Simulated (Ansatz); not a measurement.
Consider Zr in the hcp (Mg type) structure (space group P6_3/mmc, No. 194; a = 3.230 Å, c = 5.179 Å; relaxed with 0.1 eV smearing).

Level of theory: Ansatz (a quantum-chemistry and plane-wave program), PBE, PAW, cutoff 420 eV, no spin-orbit coupling.

Before the change:

The pressure is 0.0 GPa and the band gap is zero.

Modification: every lattice vector is stretched by 3.00 %, atoms relaxed at fixed cell.

Predict the new energy relative to the base.

The energy increases by 52 meV/atom.

What happens to the pressure?

The pressure (mean of the normal stresses, compression positive) goes from zero to -7.1 GPa.

Estimate the effect on the band gap.

The band gap stays zero.

The cells carry an imposed strain or load. No phonon test of stability was made. All final runs are without spin polarisation.
